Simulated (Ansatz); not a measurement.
Stishovite (SiO2) was calculated with RPBE (plane waves, PAW; Ansatz, a program for electronic structure).

Numerical settings: plane-wave cutoff 520 eV, 8×8×12 k mesh (along the axes of the cell as run), Fermi–Dirac smearing 0.01 eV, scalar-relativistic PAW data made under PBE.

Cell (measured lattice):

```cif
data_O4Si2
_chemical_formula_sum 'Si2 O4'
_space_group_name_H-M_alt 'P 1'
_space_group_IT_number 1
_cell_length_a 4.17900
_cell_length_b 4.17900
_cell_length_c 2.66490
_cell_angle_alpha 90.000
_cell_angle_beta 90.000
_cell_angle_gamma 90.000
loop_
_space_group_symop_operation_xyz
  'x, y, z'
loop_
_atom_site_label
_atom_site_type_symbol
_atom_site_fract_x
_atom_site_fract_y
_atom_site_fract_z
_atom_site_occupancy
Si1 Si 0.00000 0.00000 0.00000 1
Si2 Si 0.50000 0.50000 0.50000 1
O1 O 0.30566 0.30566 0.00000 1
O2 O 0.80566 0.19434 0.50000 1
O3 O 0.19434 0.80566 0.50000 1
O4 O 0.69434 0.69434 0.00000 1
```

Estimate the band gap that the calculation returns.


- band gap = 5.69 eV (direct)

Note: cell and atoms aren't relaxed at this level (largest force component 0.05 eV/Å, pressure 16.7 GPa).

The result took roughly 9 core-seconds.
